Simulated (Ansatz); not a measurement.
Cu (I4/mmm, No. 139, 1 atom in the cell; start mp-1010136; another form than the element's usual one), treated with r²SCAN0 (PAW; Ansatz, a first-principles code).

Input:

Ansatz 0.2 input:
```yaml
crystal:
  lattice:
    - [-1.4374546254, 1.4374546254, 1.3736062835]
    - [1.4374546254, -1.4374546254, 1.3736062835]
    - [1.4374546254, 1.4374546254, -1.3736062835]
  atoms:
    - { symbol: Cu, position: [0.0, 0.0, 0.0] }
basis:
  ecutwfc: 520
  ecutrho_ratio: 4
  xc_grid: 3
kpoints:
  mp_grid: { grid: [12, 12, 12] }
hamiltonian:
  xc: r2scan0
  dispersion: none
  pseudopotentials: { azcp: { folder: ./paw }, kind: paw }
scf:
  occupations: { method: fermi_dirac, width: 0.01 }
  convergence: { dr2_threshold: 0.0000000001 }
output:
  forces: false
  stress: true
  eigenvalues: true
```

Question: How many irreducible k-points, plane waves at Γ does the program set up, and what pressure does the run end with?

Answer: 163 irreducible k-points, 321 plane waves at Γ; P = 3.90 GPa, so the cell is compressed on average and its volume would grow at this level.

From the output:

```
WARN output.stress: scf.exx.energy_threshold = 1e-6 eV is looser than the 1e-8 eV advised for a stress under a hybrid functional (1e-8 eV for each atom of the …
Crystal: 1 atoms, lattice volume = 11.353 Å³
Basis set: ecut = 520 eV, 321 PW (Γ), exchange–correlation on 60×60×60 points (27 copies of the dense FFT grid, shifted against one another)
Bands: 14, of which v1, the nominal top of the filled ones, is band 10 counted from 1 (9 counted from 0)
Symmetry: 16 space group operations
Space group: I4/mmm (ITA 139), of the structure as read, at distance tolerance 2.2e-5 Å
k-points: 163 of 1728
Initial density: superposition of atomic densities (chi_scale 0.1, normalization cell)
Functional: x = r2scan, c = r2scan; τ floored in thin density (d = 2e-4 eV/Å³), warm-up for x = 0.75 r2scan + 0.25 exact, c = r2scan; τ floored in thin density (d = 2e-4 eV/Å³)
SCF iter   1: F=—  HF=-6631.718986 eV  |F-HF|=—  |Δ(HF+E_count)|=         —  Δρ=2.10e-1  dr2=3.03e0  dr2_τ=3.65e-3
SCF iter   2: F=—  HF=-6631.989192 eV  |F-HF|=—  |Δ(HF+E_count)|=   2.70e-1  Δρ=2.05e-1  dr2=2.33e0  dr2_τ=3.96e-2
  ...
SCF 1 converged in 10 iterations: F = -6631.205348 eV  dr2 = 1.66e-11
Crystal: 1 atoms, lattice volume = 11.353 Å³
Initial density: handed on by an earlier stage of this run
Functional: x = 0.75 r2scan + 0.25 exact, c = r2scan; τ floored in thin density (d = 2e-4 eV/Å³)
SCF 2 converged in 8 iterations: F = -6628.929678 eV  dr2 = 4.24e-13
Crystal: 1 atoms, lattice volume = 11.353 Å³
SCF 3 converged in 8 iterations: F = -6628.945079 eV  dr2 = 8.30e-13
Crystal: 1 atoms, lattice volume = 11.353 Å³
Crystal: 1 atoms, lattice volume = 11.353 Å³
SCF 5 converged in 6 iterations: F = -6628.944464 eV  dr2 = 1.24e-13
Crystal: 1 atoms, lattice volume = 11.353 Å³
Crystal: 1 atoms, lattice volume = 11.353 Å³
SCF iter   8: F=—  HF=-6628.945506 eV  |F-HF|=—  |Δ(HF+E_count)|=   3.48e-9  Δρ=1.51e-6  dr2=1.46e-10  dr2_τ=3.45e-12
SCF iter   9: F=-6628.945506 eV  HF=-6628.945506 eV  |F-HF|=1.82e-12  |Δ(HF+E_count)|=  5.55e-11  Δρ=5.47e-8  dr2=1.77e-12  dr2_τ=1.01e-14
SCF 7 converged in 9 iterations: F = -6628.945506 eV  dr2 = 1.77e-12
Free energy (F): -6628.945506 eV
Internal energy: -6628.945479 eV  (E = F + TS)
E sigma→0 (E₀):  -6628.945493 eV
Fermi energy:    16.562459 eV
--- Stress (GPa, compression-positive) ---
        4.660969       0.000000      -0.000000
        0.000000       4.660969       0.000000
       -0.000000      -0.000000       2.386412
  P = ⅓ Tr σ = 3.9028 GPa (39.028 kbar)
```

The PAW data were made under PBE.

Note: cell and atoms aren't relaxed at this level (pressure 3.9 GPa).

A start named mp-… is a Materials Project structure, which need not be a measured phase.
